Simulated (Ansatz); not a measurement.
YAl3 (Pm-3m, No. 221, 4 atoms in the cell; start mp-11231), treated with LDA in Ansatz (plane waves, PAW).

Numerical settings: plane-wave cutoff 520 eV, 14×14×14 k mesh, Fermi–Dirac smearing 0.05 eV, scalar-relativistic PAW data made under PBE.

Cell (relaxed at this level):

```cif
data_Al3Y
_chemical_formula_sum 'Y1 Al3'
_space_group_name_H-M_alt 'Pm-3m'
_space_group_IT_number 221
_space_group_name_Hall '-P 4 2 3'
_cell_length_a 4.18416
_cell_length_b 4.18416
_cell_length_c 4.18416
_cell_angle_alpha 90.000
_cell_angle_beta 90.000
_cell_angle_gamma 90.000
loop_
_atom_site_label
_atom_site_type_symbol
_atom_site_symmetry_multiplicity
_atom_site_Wyckoff_symbol
_atom_site_fract_x
_atom_site_fract_y
_atom_site_fract_z
_atom_site_occupancy
Y1 Y 1 a 0.00000 0.00000 0.00000 1
Al1 Al 3 c 0.00000 0.50000 0.50000 1
```

Task: Give the computed bulk modulus.

Result: 
* **bulk modulus**: 85.6 GPa

The run finds no gap.

Note: the bulk modulus is −V dP/dV from two relaxed cells at ±2 % in volume; the relaxation could not lower the start's symmetry, so the cell can be a saddle point above a distorted one.

Computing time: roughly 27 core-seconds.

A start named mp-… is a Materials Project structure, which need not be a measured phase.

Ansatz is a quantum-chemistry and plane-wave program.
